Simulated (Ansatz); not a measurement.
Data:

```xyz
5
Lattice="3.9949 0.0000 0.0000 0.0000 3.9949 0.0000 0.0000 0.0000 3.9949" Properties=species:S:1:pos:R:3 pbc="T T T"
K      1.9974     1.9974     1.9974
Ta     0.0000     0.0000     0.0000
O      0.0000     1.9974     0.0000
O      1.9974     0.0000     0.0000
O      0.0000     0.0000     1.9974
```

Space group of this cell: Pm-3m, cubic perovskite. The cell is taken as given; by r2SCAN its mean pressure is -0.7 GPa.

Computed with r2SCAN (plane waves, PAW; Ansatz, a program for electronic structure).

The current runs along the normal of the first two printed vectors; no spin-orbit coupling. Scaled by the factor s: the length along the current (ions clamped). Meshes 8×8×8 and 8×8 across the current in all rows.

| s | mean pressure (GPa) | band gap (eV) |
|---|---|---|
| 0.97 | 6.4 | ? |
| 1.00 | -0.7 | 2.62 |
| 1.03 | -6.1 | 2.50 |

Take the slope of the band gap against ln s from the two given rows, extrapolate to s = 0.97, and say what the run there gives.

Slope = (2.50 − 2.62) / ln 1.03 = -4.06 eV. The line gives 2.62 + (-4.06) × ln 0.97 = 2.74 eV. The run gives 2.63 eV, 0.11 eV under the line, 92 % of the predicted step.
